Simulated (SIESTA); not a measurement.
Band structure of MnCoN₂ (R3m, 4 atoms in the cell).

```yaml
crystal:
  lattice:
    - [1.46372, 0.84508, 4.75274]
    - [-1.46372, 0.84508, 4.75274]
    - [0.00000, -1.69016, 4.75274]
  atoms:
    - { symbol: Mn, position: [0.18639, 0.18639, 0.18639] }
    - { symbol: Co, position: [0.69069, 0.69069, 0.69069] }
    - { symbol: N, position: [0.06623, 0.06623, 0.06623] }
    - { symbol: N, position: [0.56120, 0.56120, 0.56120] }
```

Computed with GGA PBEsol, numerical atomic orbitals DZP, PseudoDojo PBEsol standard norm-conserving potentials (rewritten from UPF to PSML) (SIESTA 5.4.2).

Settings: XC.functional = GGA; XC.authors = PBEsol; potentials = PseudoDojo PBEsol standard; PAO.BasisSize = DZP; PAO.EnergyShift = 0.01 Ry; MeshCutoff = 400 Ry; kgrid.MonkhorstPack = 12 12 12; OccupationFunction = MP; OccupationMPOrder = 0; ElectronicTemperature = 3156.43 K; MaxSCFIterations = 150; SCF.Mixer.Method = Pulay; SCF.Mixer.Weight = 0.2; SCF.Mixer.History = 8.

The starting cell comes from a database of computed structures (which also holds hypothetical and non-ambient phases and stackings), without a prior relaxation at this level. Its lattice was rescaled by a random factor within 2.5 % of one. Spin polarisation is off, so a magnetic state, if there is one, cannot be reached. Values carry the incompleteness of an atom-centred basis.

Levels in eV from the Fermi level, bands 18 to 23:
| point | 18 | 19 | 20 | 21 | 22 | 23 |
|---|---|---|---|---|---|---|
| Γ | -1.69 | -0.83 | -0.83 | -0.78 | 2.35 | 2.35 |
| L | -2.05 | -1.51 | -1.09 | -0.63 | 0.07 | 1.14 |
| B1 | -2.23 | -1.57 | -1.14 | -0.67 | -0.09 | 0.56 |
| B | -2.23 | -1.57 | -1.14 | -0.67 | -0.09 | 0.56 |
| Z | -1.88 | -1.13 | -1.13 | 1.23 | 2.55 | 3.01 |
| X | -2.22 | -1.59 | -1.12 | -0.70 | 0.04 | 0.42 |
| Q | -2.22 | -1.59 | -1.12 | -0.70 | 0.04 | 0.42 |
| F | -1.46 | -1.26 | -0.86 | -0.49 | 0.22 | 0.49 |
| P1 | -1.50 | -1.28 | -0.96 | -0.54 | 0.44 | 0.46 |
| P | -1.50 | -1.28 | -0.96 | -0.54 | 0.44 | 0.46 |

Bands cross the Fermi level along this path, so the cell is metallic at this level.

Higher empty bands are left out: an atom-centred basis made for the valence describes them poorly.
